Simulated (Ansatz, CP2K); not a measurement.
A CP2K input for a self-consistent single point of BeS (F-43m, 2 atoms in the cell) (DFT PBE, GPW, DZVP-MOLOPT-SR-GTH basis, GTH-PBE potentials (GTH_POTENTIALS)):

```
&GLOBAL
  PROJECT bes
  RUN_TYPE ENERGY_FORCE
  PRINT_LEVEL MEDIUM
&END GLOBAL
&FORCE_EVAL
  METHOD Quickstep
  STRESS_TENSOR ANALYTICAL
  &DFT
    BASIS_SET_FILE_NAME BASIS_MOLOPT
    POTENTIAL_FILE_NAME GTH_POTENTIALS
    &QS
      METHOD GPW
      EPS_DEFAULT 1E-10
    &END QS
    &MGRID
      CUTOFF 600
      REL_CUTOFF 60
      NGRIDS 5
    &END MGRID
    &SCF
      SCF_GUESS ATOMIC
      EPS_SCF 1E-7
      MAX_SCF 100
      ADDED_MOS 4
      &DIAGONALIZATION
        ALGORITHM STANDARD
      &END DIAGONALIZATION
      &MIXING
        METHOD BROYDEN_MIXING
        ALPHA 0.4
        NBUFFER 10
        BETA 1.5
      &END MIXING
      &SMEAR ON
        METHOD FERMI_DIRAC
        ELECTRONIC_TEMPERATURE [K] 232.09
      &END SMEAR
    &END SCF
    &KPOINTS
      SCHEME MONKHORST-PACK 12 12 12
      GAMMA_CENTERED T
    &END KPOINTS
    &XC
      &XC_FUNCTIONAL PBE
      &END XC_FUNCTIONAL
    &END XC
    &PRINT
      &MO
        EIGENVALUES T
        OCCUPATION_NUMBERS T
        NDIGITS 8
        FILENAME mo
        &EACH
          QS_SCF 0
        &END EACH
        ADD_LAST NUMERIC
      &END MO
      &MULLIKEN ON
      &END MULLIKEN
    &END PRINT
  &END DFT
  &SUBSYS
    &CELL
      A 3.37473800 0.00000000 0.00000000
      B 1.68736900 2.92260900 0.00000000
      C 1.68736900 0.97420300 2.75546200
      PERIODIC XYZ
    &END CELL
    &COORD
      Be       0.00000000     0.00000000     0.00000000
      S        1.68736900     0.97420300     0.68886550
    &END COORD
    &KIND Be
      BASIS_SET DZVP-MOLOPT-SR-GTH
      POTENTIAL GTH-PBE-q4
    &END KIND
    &KIND S
      BASIS_SET DZVP-MOLOPT-SR-GTH
      POTENTIAL GTH-PBE-q6
    &END KIND
  &END SUBSYS
  &PRINT
    &FORCES ON
    &END FORCES
    &STRESS_TENSOR ON
    &END STRESS_TENSOR
  &END PRINT
&END FORCE_EVAL
```

### Question
Give the Ansatz (an electronic-structure program) input for the same structure, mesh, smearing and functional.

### Answer
One input that does it (others would too):

Ansatz 0.2 input:
```yaml
crystal:
  lattice:
    - [0.000000, 2.386300, 2.386300]
    - [2.386300, 0.000000, 2.386300]
    - [2.386300, 2.386300, 0.000000]
  atoms:
    - { symbol: Be, position_ang: [0.000000, 0.000000, 0.000000] }
    - { symbol: S, position_ang: [1.193150, 1.193150, 1.193150] }
basis:
  ecutwfc: 420.0 eV
kpoints:
  mp_grid: { grid: [12, 12, 12] }
hamiltonian:
  xc: pbe
  pseudopotentials: { kind: paw }
scf:
  occupations: { method: fermi_dirac, width: 0.02 eV }
output:
  forces: true
  eigenvalues: true
  stress: true
```

Basis settings and potentials, where a program has them, do not carry over. This input uses DFT, PBE, plane waves, default PAW files. Both were run: pressure 6.71 GPa in CP2K and 6.74 in Ansatz; gap on the mesh 4.185 eV in CP2K and 2.996 in Ansatz. Ansatz's pressure is the one without its finite-basis correction.

On CP2K: the starting cell has typed, rounded lattice constants, without a prior relaxation at this level. For this run, on top of that: lattice scaled by 0.98. Values carry the incompleteness of an atom-centred basis. With a pressure of about 7 GPa the cell is away from its equilibrium volume at this level.

On Ansatz: the starting cell has typed, rounded lattice constants, without a prior relaxation at this level. For this run, on top of that: lattice scaled by 0.98. With a pressure of about 7 GPa the cell is away from its equilibrium volume at this level.
